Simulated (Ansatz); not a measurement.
Consider a (6,6) GaN nanotube.

Levels: PBE (plane waves to 420 eV, PAW; Ansatz, a first-principles code); PBE with spin-orbit coupling in Ansatz; r2SCAN (plane waves to 500 eV, PAW; Ansatz); HSE06 (Ansatz). Unmarked values and the geometry are of the first. Mesh 1×1×10. No spin polarisation. One-dimensional cell, images about 11 Å apart. A hypothetical model, rolled from the flat sheet. Symmetry and one short period hold its shape; lower forms weren't sought. HSE06 ran on a 1×1×6 mesh and at PBE's edge points.

### Question
Predict its relaxed size, energy and electronic structure.

### Answer
| Item | Value |
|---|---|
| period along the axis (24 atoms) | 3.214 Å |
| mean diameter | 10.68 Å |
| radii of the innermost and outermost atoms | 5.29 and 5.39 Å |
| energy over the flat sheet | +35 meV/atom |
| PBE gap | 2.03 eV, indirect, from k = 0.312 × 2π/c to Γ |
| electron mass along the axis (PBE) | 0.23 mₑ |
| hole mass along the axis (PBE) | 1.4 mₑ |
| valence and conduction edges under the vacuum level (PBE) | 5.52 and 3.49 eV |
| PBE+SOC gap at this geometry | 2.03 eV |
| r2SCAN gap at this geometry | 2.44 eV |
| HSE06 gap at this geometry | 3.26 eV |
